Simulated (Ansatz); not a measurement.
**rock-salt TaN (1 1 1) on cubic SrTiO3 (1 1 1) (film strained to the substrate, started from cuts of the bulks and a machine-learned relaxation; slabs Sr6O18Ti5 and N12Ta12, which can lie off the formulas)**

A periodic stack without vacuum, rock-salt TaN (1 1 1) on cubic SrTiO3 (1 1 1) (film strained to the substrate, started from cuts of the bulks and a machine-learned relaxation; slabs Sr6O18Ti5 and N12Ta12, which can lie off the formulas): substrate slab Sr6O18Ti5, film N12Ta12, surface cells [[-1, 1], [-1, 0]] and [[-2, 1], [-1, -1]], film strained by +2.9 and +2.9 %, outermost planes OSr/OSr and N/Ta as cut, which need not be the usual terminations and can put a slab off its formula.

The start was prepared with a machine-learned potential, and the result is one local minimum, with the in-plane cell held and forces under 0.04 eV/Å; the film can end far from its bulk form.

Method: PBE (plane waves to 420 eV, PAW; Ansatz, a program for electronic structure). Scalar-relativistic, without spin–orbit coupling; the runs are not spin-polarised; PBE gaps are too small against experiment. Its k-point mesh 6×6×1, Fermi–Dirac width 0.05 eV.

- interface area: 26.8 Å²
- period: 25.17 Å
- heights between the nearest atoms of the two slabs at the two interfaces: 1.86 and 0.86 Å
- Sr–Ta contacts across the interfaces within 1.22 times the sum of covalent radii: 8, mean 3.64 Å
- O–Ta contacts across the interfaces within 1.22 times the sum of covalent radii: 6, mean 2.05 Å
- Ta–Ti contacts across the interfaces within 1.22 times the sum of covalent radii: 3, mean 3.76 Å
- N–Sr contacts across the interfaces within 1.22 times the sum of covalent radii: 1, mean 2.78 Å

```yaml
crystal:
  lattice:
    - [5.56731, -0.00030, -0.04414]
    - [2.78363, 4.82138, -0.05076]
    - [-0.66010, 1.46043, 25.16890]
  atoms:
    - { symbol: Sr, position: [0.58576, 0.66664, 0.05771] }
    - { symbol: O, position: [0.19009, 0.17614, 0.99861] }
    - { symbol: O, position: [0.10551, 0.65993, 0.03929] }
    - { symbol: O, position: [0.72799, 0.19121, 0.02968] }
    - { symbol: Sr, position: [0.27247, 0.32100, 0.14384] }
    - { symbol: Ti, position: [0.93089, 0.99034, 0.09337] }
    - { symbol: O, position: [0.75920, 0.84456, 0.13192] }
    - { symbol: O, position: [0.79634, 0.32263, 0.13082] }
    - { symbol: O, position: [0.27750, 0.83644, 0.13026] }
    - { symbol: Sr, position: [0.96957, 0.97550, 0.23402] }
    - { symbol: Ti, position: [0.62175, 0.64489, 0.18794] }
    - { symbol: O, position: [0.46210, 0.46394, 0.21994] }
    - { symbol: O, position: [0.46587, 0.96206, 0.22655] }
    - { symbol: O, position: [0.96444, 0.46499, 0.22466] }
    - { symbol: Sr, position: [0.66494, 0.60883, 0.32579] }
    - { symbol: Ti, position: [0.32072, 0.29490, 0.28090] }
    - { symbol: O, position: [0.17660, 0.11900, 0.32172] }
    - { symbol: O, position: [0.16034, 0.63062, 0.31209] }
    - { symbol: O, position: [0.66623, 0.14237, 0.31467] }
    - { symbol: Sr, position: [0.38657, 0.24477, 0.41922] }
    - { symbol: Ti, position: [0.02474, 0.92797, 0.37349] }
    - { symbol: O, position: [0.83202, 0.76058, 0.40006] }
    - { symbol: O, position: [0.87806, 0.22897, 0.41675] }
    - { symbol: O, position: [0.35443, 0.71659, 0.41027] }
    - { symbol: Sr, position: [0.11270, 0.89681, 0.51006] }
    - { symbol: Ti, position: [0.75859, 0.58683, 0.46463] }
    - { symbol: O, position: [0.66268, 0.37529, 0.52307] }
    - { symbol: O, position: [0.54671, 0.90553, 0.49340] }
    - { symbol: O, position: [0.09161, 0.47729, 0.49258] }
    - { symbol: N, position: [0.99985, 0.36655, 0.61989] }
    - { symbol: N, position: [0.66735, 0.03061, 0.61955] }
    - { symbol: N, position: [0.30803, 0.71747, 0.61481] }
    - { symbol: N, position: [0.03938, 0.98930, 0.71236] }
    - { symbol: N, position: [0.69021, 0.67531, 0.70721] }
    - { symbol: N, position: [0.34275, 0.34597, 0.71114] }
    - { symbol: N, position: [0.09317, 0.61761, 0.80824] }
    - { symbol: N, position: [0.73624, 0.28970, 0.81281] }
    - { symbol: N, position: [0.35453, 0.99247, 0.80277] }
    - { symbol: N, position: [0.06089, 0.31327, 0.89816] }
    - { symbol: N, position: [0.80847, 0.89877, 0.91306] }
    - { symbol: N, position: [0.45083, 0.56753, 0.90398] }
    - { symbol: Ta, position: [0.99953, 0.69154, 0.65717] }
    - { symbol: Ta, position: [0.65266, 0.37941, 0.59691] }
    - { symbol: Ta, position: [0.34682, 0.01969, 0.66313] }
    - { symbol: Ta, position: [0.00397, 0.33969, 0.75561] }
    - { symbol: Ta, position: [0.70520, 0.00350, 0.75702] }
    - { symbol: Ta, position: [0.40091, 0.63677, 0.75608] }
    - { symbol: Ta, position: [0.09815, 0.93732, 0.86229] }
    - { symbol: Ta, position: [0.73694, 0.64911, 0.84984] }
    - { symbol: Ta, position: [0.43146, 0.25334, 0.86007] }
    - { symbol: Ta, position: [0.12954, 0.55896, 0.96433] }
    - { symbol: Ta, position: [0.80157, 0.25392, 0.95470] }
    - { symbol: Ta, position: [0.44390, 0.91485, 0.94342] }
```
